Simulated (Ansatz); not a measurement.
The starting structures come from a database of crystals and need not be the phases stable at ambient conditions.

Given:

```yaml
crystal:
  lattice:
    - [4.12399, 0.00000, 0.00000]
    - [-2.06199, 3.57148, 0.00000]
    - [0.00000, 0.00000, 6.83292]
  atoms:
    - { symbol: Mg, position: [0.00000, 0.00000, 0.00000] }
    - { symbol: I, position: [0.33333, 0.66667, 0.24548] }
    - { symbol: I, position: [0.66667, 0.33333, 0.75452] }
```

Space group of this cell: P-3m1, CdI2 type. The cell was relaxed by PBE-D3(BJ); by r2SCAN its mean pressure is 1.1 GPa.

Transport runs along the normal of the first two printed cell vectors, the (001) plane of the conventional cell.

No gap correction and no spin-orbit coupling; mid-gap values are interpolated between computed energies.

Task: Predict the band gap and the smallest decay constant κ at mid-gap from r2SCAN run with Ansatz (a first-principles code).

Result: Gap 4.14 eV on a 12×12×6 mesh; κ = 0.259 1/Å, at the zone centre.
